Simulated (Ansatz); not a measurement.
Start from AlAu in the CsCl type structure (space group Pm-3m, No. 221; a = 3.178 Å; a cell from a computed database, its experimental status unchecked; relaxed with 0.1 eV smearing). Axes: x, y, z lie along the cube axes.

All numbers come from Ansatz (an electronic-structure program), PBEsol, PAW, cutoff 420 eV, no spin-orbit coupling.

The change: an isotropic linear strain of +1.07 %; the atoms relax in the strained cell.

Question: Predict the stress tensor and what it implies for the stiffness.

Answer: Stress of the strained cell less that of the base (GPa, compression positive):
```
   -3.8     0.0     0.0
    0.0    -3.8     0.0
    0.0     0.0    -3.8
```

Then B = −ΔP/(ΔV/V₀) with ΔV/V₀ = 0.0324 gives secant stiffness values (nonlinear terms included at this strain): B ≈ 116 GPa.

As a check, the harmonic strain energy −½ V₀ Δσ:ε is 6.1 meV/atom; the computed energy rise is 6.3 meV/atom.

Whether these cells are dynamically stable was not tested.
